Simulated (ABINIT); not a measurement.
ABINIT run on a defect of Cs (1 atoms in the cell): self-consistent single point.

Method: PBEsol, PAW (JTH v2.0 PBE PAW, files made for PBE) (plane waves; ABINIT).

The change in words: 2 x 1 x 1 supercell, one Cs atom taken out, nothing relaxed; ngkpt: 4 4 4 → 2 4 4. Reference geometry:
```yaml
crystal:
  lattice:
    - [-3.03475, 3.03475, 3.03475]
    - [3.03475, -3.03475, 3.03475]
    - [3.03475, 3.03475, -3.03475]
  atoms:
    - { symbol: Cs, position: [0.00000, 0.00000, 0.00000] }
```

Reference input (self-consistent single point, DFT, PBEsol, plane waves, PAW (JTH v2.0 PBE PAW, files made for PBE)): pseudos = [Cs.GGA_PBE-JTH.xml]; ecut = 571 eV; pawecutdg = 1143 eV; ixc = -116133; occopt = 7; tsmear = 0.1 eV; ngkpt = 4 4 4; nshiftk = 1; shiftk = 0 0 0; potentials = JTH v2.0 PBE PAW; nband = 10; kptopt = 1. This run's input differs from it in these lines:

```diff
@@ -3,3 +3,3 @@
 pseudos "Cs.GGA_PBE-JTH.xml"
-acell 9.9330452634 9.9330452634 9.9330452634
+acell 19.8660905268 9.9330452634 9.9330452634
 rprim
@@ -12,3 +12,3 @@
 typat 1
-xcart    0.0000000000    0.0000000000    0.0000000000
+xcart   -5.7348463567    5.7348463567    5.7348463567
 ecut 571 eV
@@ -20,3 +20,3 @@
 kptopt 1
-ngkpt 4 4 4
+ngkpt 2 4 4
 nshiftk 1
```

Output, abridged:

```
--- !BeginCycle
solver: {iscf: 17, nstep: 100, nline: 4, wfoptalg: 10, }
tolerances: {toldfe: 1.00E-09, }
...

     iter   Etot(hartree)      deltaE(h)  residm     nres2
 ETOT  1  -20.434395892967    -2.043E+01 3.135E-02 4.299E-02
 ETOT  2  -20.450621329610    -1.623E-02 9.863E-04 2.135E-02
 ETOT  3  -20.450618082108     3.248E-06 2.672E-04 1.269E-02
 ETOT  4  -20.450592658039     2.542E-05 9.342E-05 3.277E-03
 ETOT  5  -20.450572582234     2.008E-05 1.036E-04 1.197E-03
   [... 5 lines left out ...]
 ETOT 11  -20.450552723697    -1.191E-09 8.837E-05 2.093E-08
 ETOT 12  -20.450552725149    -1.452E-09 6.960E-05 6.168E-09
 ETOT 13  -20.450552725368    -2.196E-10 4.024E-05 8.004E-10
 ETOT 14  -20.450552725452    -8.407E-11 2.554E-05 4.845E-10
 At SCF step   14, etot is converged :
  for the second time, diff in etot=  8.407E-11 < toldfe=  1.000E-09

 Cartesian components of stress tensor (hartree/bohr^3)
  sigma(1 1)=  6.05407883E-06  sigma(3 2)= -9.50681572E-07
  sigma(2 2)=  2.17361698E-06  sigma(3 1)=  0.00000000E+00
  sigma(3 3)=  2.17361698E-06  sigma(2 1)=  0.00000000E+00

 ----iterations are completed or convergence reached----

 reduced coordinates (array xred) for    1 atoms
       0.499999999991      0.000000000000      0.000000000000
 cartesian forces (eV/Angstrom) at end:
    1     -0.00000000000000     0.00000000000000     0.00000000000000
 frms,max,avg= 0.0000000E+00 0.0000000E+00   0.000E+00  0.000E+00  0.000E+00 e/A
 length scales= 19.866090526800  9.933045263400  9.933045263400 bohr
   [... lines left out ...]
 Fermi (or HOMO) energy (hartree) =  -0.02181   Average Vxc (hartree)=  -0.13835
   [... lines left out ...]
'-kT*entropy'       : -1.47181953254470E-04
total_energy        : -2.04505468084902E+01
total_energy_eV     : -5.56487679352725E+02
...

-Cartesian components of stress tensor (GPa)         [Pressure= -1.0201E-01 GPa]
- sigma(1 1)=  1.78117119E-01  sigma(3 2)= -2.79700128E-02
- sigma(2 2)=  6.39500086E-02  sigma(3 1)=  0.00000000E+00
- sigma(3 3)=  6.39500086E-02  sigma(2 1)=  0.00000000E+00

 Calculation completed.
```

The run converged in 14 iterations. 

The starting cell has typed, rounded lattice constants, without a prior relaxation at this level. Its lattice was rescaled by up to half a per cent. The potentials were made for another functional than the one used.

These are the values that this program gave, and no reference: the one-centre exchange-correlation terms come from a truncated expansion.

Cost on one core of a shared machine: roughly 50 s.
